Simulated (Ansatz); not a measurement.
# BeTe: response to strain

Base system: BeTe in the zinc blende structure (space group F-43m, No. 216; a = 5.6043 Å). Axes: x, y, z lie along the cube axes.

Strains are applied to the cell and any free atomic positions relax; under biaxial strain the out-of-plane vector relaxes too.

Method: PBEsol in Ansatz (plane waves to 420 eV, PAW, no spin-orbit coupling).

Notes on the quantities. energy relative to the base: free energy F.

```json
[
 {"biaxial strain, plane normal [001], relaxed out of plane (%)": "-3", "energy relative to the base (meV/atom)": "14.4"},
 {"biaxial strain, plane normal [001], relaxed out of plane (%)": "-2.5", "energy relative to the base (meV/atom)": "9.9"},
 {"biaxial strain, plane normal [001], relaxed out of plane (%)": "-2", "energy relative to the base (meV/atom)": "?"},
 {"biaxial strain, plane normal [001], relaxed out of plane (%)": "-1.5", "energy relative to the base (meV/atom)": "3.5"},
 {"biaxial strain, plane normal [001], relaxed out of plane (%)": "-1", "energy relative to the base (meV/atom)": "1.5"},
 {"biaxial strain, plane normal [001], relaxed out of plane (%)": "-0.5", "energy relative to the base (meV/atom)": "0.4"},
 {"biaxial strain, plane normal [001], relaxed out of plane (%)": "0", "energy relative to the base (meV/atom)": "0.0"}
]
```

Problem. Fit ΔE = Aε² + Bε³ (ε in %) to the rows shown and predict the withheld row.

Solution. Least squares on the printed values gives A = 1.50 and B = -0.034 meV/atom (largest residual 0.0 meV/atom); this predicts 6.3 meV/atom, and the run gives 6.3 meV/atom, in agreement.

Whether these cells are dynamically stable was not tested.

Ansatz is an electronic-structure program.
